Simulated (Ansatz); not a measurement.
Take Ir in the fcc (Cu type) structure (space group Fm-3m, No. 225; relaxed with 0.1 eV smearing) as the base.

```
Ir
1.0
    0.00000     1.90592     1.90592
    1.90592     0.00000     1.90592
    1.90592     1.90592     0.00000
Ir
1
Direct
  0.00000   0.00000   0.00000
```

Cartesian axes are those of the cell as printed.

Method: LDA (Ansatz, a quantum-chemistry and plane-wave program), scalar-relativistic without spin-orbit coupling.

Modification: uniaxial strain ε_zz = +2.50 %, all other strain components held at zero; the atoms relax in the strained cell.

### Question
Predict the stress tensor and what it implies for the stiffness.

### Answer
Stress of the strained cell less that of the base (GPa, compression positive):
```
   -6.1     0.0     0.0
    0.0    -6.1     0.0
    0.0     0.0   -15.4
```

Then −Δσ_ii/ε with ε = 0.0250 gives secant stiffness values (nonlinear terms included at this strain): C33 ≈ 617 GPa, C13 ≈ 245 GPa and C23 ≈ 245 GPa.

As a check, the harmonic strain energy −½ V₀ Δσ:ε is 17 meV/atom; the computed energy rise is 17 meV/atom.

Stability against distortions was not tested. The final runs are not spin-polarised.
